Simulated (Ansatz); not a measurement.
The starting structures come from a database of crystals and need not be the phases stable at ambient conditions.

 Where the default PAW files enter, the runs use the earlier of Ansatz's two default sets.

By PBEsol, the system below comes out a metal.

Data:

```
Cu3Sn
1.0
    4.44726     0.00000     0.00000
    0.00000     4.44726     0.00000
    2.22363    -2.22363     3.14469
Cu Sn
3 1
Direct
  0.50000   0.50000   0.00000
  0.25000   0.25000   0.50000
  0.75000   0.75000   0.50000
  0.00000   0.00000   0.00000
```

Space group of this cell: Fm-3m. The cell is strained (all lengths scaled by 1.02); by PBEsol its mean pressure is -11.0 GPa.

The current flows along the normal of the first two printed cell vectors, the (001) plane of the conventional cell. No spin-orbit coupling; the value is a mean over 0.1 eV about the Fermi level.

**Question.** State the ballistic conductance per area according to Ansatz (a first-principles code) with PBEsol.

**Answer.** 0.68 × 10¹⁵ S/m² for both spins.
